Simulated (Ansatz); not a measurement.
# Habitual settings against a tight run: YSe2 (Immm, 6 atoms in the cell)

Self-consistent single point.

```xyz
6
Lattice="-2.0687 2.8766 6.7769 2.0687 -2.8766 6.7769 2.0687 2.8766 -6.7769" Properties=species:S:1:pos:R:3 pbc="T T T"
Y      0.0000     0.0000    11.5097
Y      0.0000     0.0000     2.0440
Se     0.0000     2.8766     2.8003
Se     2.0687     0.0000     3.9765
Se     0.0000     1.6640     6.7769
Se     2.0687     1.2127     0.0000
```

Method of the run: PBEsol, PAW files made with PBE (plane waves; Ansatz, a quantum-chemistry and plane-wave program).

Base settings: basis.ecutwfc = 30.9 Ry; kpoints.mp_grid.grid = 6 6 6; kpoints.mp_grid.shift = 0.5 0.5 0.5; hamiltonian.xc = pbesol; hamiltonian.pseudopotentials = {kind: paw} (the program's default PAW files); scf.occupations.method = cold; scf.occupations.width = 0.02 Ry.

Tight run (finer mesh or higher cutoff; not a proven limit): basis.ecutwfc: 30.9 Ry → 43.4 Ry; kpoints.mp_grid.grid: 6 6 6 → 9 9 9; scf.convergence.dr2_threshold: default (1e-07 eV) → 1e-09 eV; width narrowed by the program to 0.0438 eV. It gave top of the valence band (on the code's own zero) 8.01 eV; gap on the k-point mesh 0.29 eV; pressure -4.63 GPa; largest force (vector length) 0.320 eV/Å.

Quick runs, as changes from the base:
- A: width narrowed by the program to 0.0311 eV
- B: basis.ecutwfc: 30.9 Ry → 15.4 Ry; kpoints.mp_grid.grid: 6 6 6 → 8 8 8; scf.convergence.dr2_threshold: default (1e-07 eV) → 0.0001 eV; width narrowed by the program to 0.0337 eV
- C: basis.ecutwfc: 30.9 Ry → 21.7 Ry; kpoints.mp_grid.grid: 6 6 6 → 8 8 8; hamiltonian.xc: pbesol → lda [LDA (PW92)]
- D: basis.ecutwfc: 30.9 Ry → 15.4 Ry; kpoints.mp_grid.grid: 6 6 6 → 4 4 4; hamiltonian.xc: pbesol → lda; scf.occupations.method: cold → gaussian [LDA (PW92)]
- E: basis.ecutwfc: 30.9 Ry → 18.4 Ry; scf.convergence.dr2_threshold: default (1e-07 eV) → 0.001 eV; width narrowed by the program to 0.0316 eV
- F: basis.ecutwfc: 30.9 Ry → 24.6 Ry; kpoints.mp_grid.grid: 6 6 6 → 2 2 2; scf.occupations.method: cold → methfessel_paxton; scf.occupations.width: 0.02 Ry → 0.01 Ry

Energies are extrapolated to zero smearing width, which holds to low order in the width alone.

Dashes: energy of C, D, another energy zero; gap of C, D, F, left out as unsure on this mesh or at this smearing.

Gaps are read on each run's own mesh, which may miss the band edges.

† marks runs with another functional, U, potentials or spin treatment: their distance from the tight run is not a convergence error alone.

The count of work is k-points × plane waves × bands × iterations; it is no time. 

Pressures in the table are Ansatz's without its Pulay estimate, at a fixed set of plane waves; the tight run's value above holds the estimate.

The starting cell comes from a database of computed structures (which also holds hypothetical and non-ambient phases and stackings), without a prior relaxation at this level. Its lattice was rescaled by a random factor within 2.5 % of one. In the base run, with a pressure of about -5 GPa the cell is away from its equilibrium volume at this level. The shifted mesh does not hold Γ, so a gap read on it misses any band edge there.

| run | energy less tight (meV/atom) | pressure less tight (GPa) | largest miss in a force vector (eV/Å) | gap on the mesh less tight (eV) | count of work / tight |
|---|---|---|---|---|---|
| A | 0.7 | 0.00 | 0.002 | -0.086 | 0.18 |
| B | 1746.9 | -54.10 | 0.104 | -0.063 | 0.12 |
| C† | – | -3.94 | 0.146 | – | 0.25 |
| D† | – | -55.73 | 0.186 | – | 0.015 |
| E | 321.3 | -14.72 | 0.047 | -0.083 | 0.058 |
| F | 91.1 | 0.70 | 0.560 | – | 0.0073 |

The base run finds a smaller gap than the tight one, whose mesh may miss a band edge.

Among the runs at the tight run's level, the energy misses run from 0.7 to 1746.9 meV/atom.

Keys are those of Ansatz 0.2.
